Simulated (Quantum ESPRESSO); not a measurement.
Quantum ESPRESSO run on MgInCu4 (F-43m, 6 atoms in the cell): self-consistent single point.

Method: PBEsol, GBRV 1.5 ultrasoft (PBESOL) pseudopotentials (plane waves; Quantum ESPRESSO).

```
CELL_PARAMETERS angstrom
      0.00000     3.51241     3.51241
      3.51241     0.00000     3.51241
      3.51241     3.51241     0.00000
ATOMIC_POSITIONS crystal
  Mg 0.00000 0.00000 0.00000
  In 0.25000 0.25000 0.25000
  Cu 0.62523 0.12431 0.62523
  Cu 0.62523 0.62523 0.62523
  Cu 0.12431 0.62523 0.62523
  Cu 0.62523 0.62523 0.12431
```

Reference input (self-consistent single point, DFT, PBEsol, plane waves, GBRV 1.5 ultrasoft (PBESOL) pseudopotentials): ecutwfc = 50 Ry; ecutrho = 400 Ry; occupations = smearing; smearing = gaussian; degauss = 0.0073499 Ry; K_POINTS = automatic 9 9 9 0 0 0; conv_thr = 1e-11 Ry. This run's input differs from it in these lines:

```diff
@@ -37,3 +37,3 @@
 K_POINTS {automatic}
-9 9 9  0 0 0
+4 4 4  0 0 0
```

Log, with long lists cut:

```
     Self-consistent Calculation

     iteration #  1     ecut=    50.00 Ry     beta= 0.70

     total energy              =   -1836.07938943 Ry
     estimated scf accuracy    <      51.98217769 Ry

     iteration #  2     ecut=    50.00 Ry     beta= 0.70

     total energy              =   -1866.28142812 Ry
     estimated scf accuracy    <     112.40170562 Ry

     iteration #  3     ecut=    50.00 Ry     beta= 0.70

     total energy              =   -1871.96231810 Ry
     estimated scf accuracy    <      15.55589029 Ry

   [... 12 blocks of this kind left out ...]

     iteration # 16     ecut=    50.00 Ry     beta= 0.70

     total energy              =   -1872.39894134 Ry
     estimated scf accuracy    <          7.5E-10 Ry

     iteration # 17     ecut=    50.00 Ry     beta= 0.70
     End of self-consistent calculation

   [... 5 lines left out ...]

   [... 5 lines left out ...]

     the Fermi energy is    13.1320 ev

!    total energy              =   -1872.39894134 Ry
     estimated scf accuracy    <          8.3E-12 Ry
     smearing contrib. (-TS)   =      -0.00149322 Ry
     internal energy E=F+TS    =   -1872.39744812 Ry

     convergence has been achieved in  17 iterations

     Forces acting on atoms (cartesian axes, Ry/au):

     atom    1 type  1   force =     0.00000000    0.00000000    0.00000000
     atom    2 type  2   force =     0.00000000    0.00000000    0.00000000
     atom    3 type  3   force =    -0.00080563    0.00080563   -0.00080563
     atom    4 type  3   force =     0.00080563    0.00080563    0.00080563
     atom    5 type  3   force =     0.00080563   -0.00080563   -0.00080563
   [... lines left out ...]

     Total force =     0.002791     Total SCF correction =     0.000005

          total   stress  (Ry/bohr**3)                   (kbar)     P=      -30.52
  -0.00020748   0.00000000   0.00000000          -30.52        0.00        0.00
   0.00000000  -0.00020748   0.00000000            0.00      -30.52        0.00
   0.00000000   0.00000000  -0.00020748            0.00        0.00      -30.52

   JOB DONE.
```

The run converged in 17 iterations. Against the reference run the free energy rises by 18.9 meV/atom, the pressure goes from -3.84 to -3.05 GPa and the largest force goes from 0.006 to 0.036 eV/Å.

The starting cell comes from a database of computed structures (which also holds hypothetical and non-ambient phases and stackings), without a prior relaxation at this level. Its lattice was rescaled by a random factor within 2.5 % of one. Spin polarisation is off. With a pressure of about -3 GPa the cell is away from its equilibrium volume at this level.

Cost on one core of a shared machine: roughly 3 min.
